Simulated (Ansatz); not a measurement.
Data:

```xyz
4
Lattice="3.2352 0.0000 0.0000 -1.6176 2.8018 0.0000 0.0000 0.0000 5.2113" Properties=species:S:1:pos:R:3 pbc="T T T"
Zn     1.6176     0.9339     0.0111
Zn     0.0000     1.8679     2.6167
O      1.6176     0.9339     3.2470
O      0.0000     1.8679     0.6414
```

No spin polarisation.

0.331 electrons added to each cell, a density of 7.0×10^21 cm⁻³, with a uniform compensating background at fixed cell and a 300 K Fermi–Dirac width.

Computed with r2SCAN (Ansatz, a program for electronic structure), spin-orbit coupling left out, earlier PAW set. Γ-centred 21×21×11 mesh, Fermi–Dirac width 0.0259 eV.

**Question.** Predict the gap between the host's bands and Fermi level from band edge.

**Answer.** 
* **Gap between the host's bands**: 1.09 eV
* **Fermi level relative to the doped band's edge (positive inside the band; to 0.05 eV)**: +2.75 eV

Carriers are added with a uniform compensating background; total energy and stress of such cells depend on the potential's zero and are not compared; many-body gap narrowing is missing at this level. Whether these cells are dynamically stable was not tested. The cell was made from ZnO in the wurtzite structure (space group P6_3mc, No. 186) by this change: electrons 7.0×10^21 cm⁻³.
